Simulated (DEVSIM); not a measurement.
Simulated with DEVSIM: 1D drift-diffusion, Boltzmann statistics, complete ionisation; no tunnelling, impact ionisation, image-force lowering or self-heating.

System: illuminated Si p-on-n cell, one wavelength, at 400 K.

| layer (left to right) | material | thickness (μm) | Nd (cm⁻³) | Na (cm⁻³) | τn (s) | τp (s) | absorption coefficient (cm⁻¹) |
|---|---|---|---|---|---|---|---|
| 1 | Si | 0.520 | - | 7.8e18 | 2.2e-5 | 2.6e-6 | 48000 |
| 2 | Si | 170 | 2.6e17 | - | 0.0002 | 0.0002 | 48000 |

Left contact: ohmic, minority electron recombination velocity 5e5 cm/s. Right contact: ohmic, minority hole recombination velocity 30000 cm/s. Voltage is applied to the left contact. Recombination: SRH at mid-gap, radiative, Auger. Light enters at the left, 2e16 photons cm⁻² s⁻¹, one pass, no reflection. Mobility is μmin + (μ − μmin)/(1 + (N/Nref)^α).

The device is made up for the run: typed textbook-type constants, with dimensions and the other settings drawn at random. Values at 300 K; Nc and Nv go as T^1.5, mobilities as T to minus their exponent, the gap by Varshni's rule with the affinity fixed.

| parameter | Si |
|---|---|
| gap (eV) | 1.124 |
| affinity (eV) | 4.05 |
| permittivity | 11.7 |
| Nc (cm⁻³) | 2.86e19 |
| Nv (cm⁻³) | 3.1e19 |
| μn (cm²/Vs) | 1417 |
| μp (cm²/Vs) | 470 |
| μn,min | 52 |
| μp,min | 45 |
| Nref,n | 9.7e16 |
| Nref,p | 2.2e17 |
| αn | 0.68 |
| αp | 0.72 |
| T exponent of μn | 2.3 |
| T exponent of μp | 2.2 |
| B (cm³/s) | 4.7e-15 |
| Cn (cm⁶/s) | 2.8e-31 |
| Cp (cm⁶/s) | 9.9e-32 |
| Varshni α (eV/K) | 0.000473 |
| Varshni β (K) | 636 |

One input was changed, with this effect: potential step across the device at zero bias 0.857 → 0.895 V; largest field in the device at zero bias 280000 → 430000 V/cm; fill factor little changed (0.70); open-circuit voltage little changed (0.361 V).

### Question
Which change was it?
A. doping Nd of layer 2 2.6e+17 → 7.8e+17 cm^-3
B. minority lifetime in layer 2 0.0002 → 2e-05 s
C. Auger recombination switched off
D. constant mobility in place of the doping-dependent one
E. thickness of layer 1 0.52 → 0.88 μm

### Answer
A, doping Nd of layer 2 2.6e+17 → 7.8e+17 cm^-3
